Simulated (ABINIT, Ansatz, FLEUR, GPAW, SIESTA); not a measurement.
# One structure in several programs: Mg2Zn (Cmcm, 6 atoms in the cell)

Self-consistent single point.

```yaml
crystal:
  lattice:
    - [1.59778, -7.40825, 0.00000]
    - [1.59778, 7.40825, 0.00000]
    - [0.00000, 0.00000, 4.80010]
  atoms:
    - { symbol: Mg, position: [0.44039, 0.55961, 0.25000] }
    - { symbol: Mg, position: [0.55961, 0.44039, 0.75000] }
    - { symbol: Mg, position: [0.76570, 0.23430, 0.25000] }
    - { symbol: Mg, position: [0.23430, 0.76570, 0.75000] }
    - { symbol: Zn, position: [0.10826, 0.89174, 0.25000] }
    - { symbol: Zn, position: [0.89174, 0.10826, 0.75000] }
```

Shared settings, as Ansatz (a first-principles code) writes them: kpoints.mp_grid.grid = 3 3 2; scf.occupations.method = gaussian; scf.occupations.width = 0.0037 Ry. Potentials and cutoffs stand in the table.

```tsv
code	model	pressure (GPa)	largest force (eV/Å)	cutoff
FLEUR	PBEsol, all-electron FLAPW (FLEUR), scalar-relativistic valence	–	0.151	Kmax 4.1 1/bohr
ABINIT	PBEsol, PAW (JTH v2.0 PBE PAW, files made for PBE)	0.50	0.156	816 eV
SIESTA	GGA PBEsol, numerical atomic orbitals DZP, PseudoDojo PBEsol standard norm-conserving potentials (rewritten from UPF to PSML)	-0.17	0.055	grid 350 Ry
Ansatz	PBEsol, PAW files made with PBE	0.53	0.153	default
GPAW	PBEsol, GPAW PAW datasets PBEsol (made by gpaw-setup)	0.58	0.150	800 eV
```

Size of the force on each atom (eV/Å): Sizes of forces hide their directions.

```tsv
code	Mg1	Mg2	Mg3	Mg4	Zn5	Zn6
FLEUR	0.107	0.107	0.151	0.151	0.002	0.002
ABINIT	0.109	0.109	0.156	0.156	0.001	0.001
SIESTA	0.026	0.026	0.043	0.043	0.055	0.055
Ansatz	0.108	0.108	0.153	0.153	0.001	0.001
GPAW	0.106	0.106	0.150	0.150	0.002	0.002
```

A dash marks a value that a program does not give, or that is left out as unsure.

The spread over the programs that give each value: pressure within 0.75 GPa; largest force within 0.101 eV/Å.

SIESTA uses small atom-centred bases, whose incompleteness enters pressures, forces and empty levels differently from a plane-wave cutoff. FLEUR treats all electrons, but the usual bases taken here (sphere radii, linearisation, local orbitals, empty states) were not tested for convergence, so the values are no reference for the others. Ansatz's pressure is given at a fixed set of plane waves, as the other plane-wave codes print theirs. In the force vectors, SIESTA (by 0.134) lies more than 0.08 eV/Å from the median of the plane-wave programs.

On the base mesh (5 5 4) the same programs gave: Ansatz pressure -0.08 GPa; ABINIT pressure -0.11 GPa; GPAW pressure -0.03 GPa; SIESTA pressure -0.72 GPa.

The values differ from the base mesh's, so the mesh still matters here: the table compares the programs at equal settings.

The starting cell comes from a database of computed structures (which also holds hypothetical and non-ambient phases and stackings), without a prior relaxation at this level.

Left out of this page: CP2K (on another mesh); Elk (not drawn, or without a comparable value).

Keys are those of Ansatz 0.2.
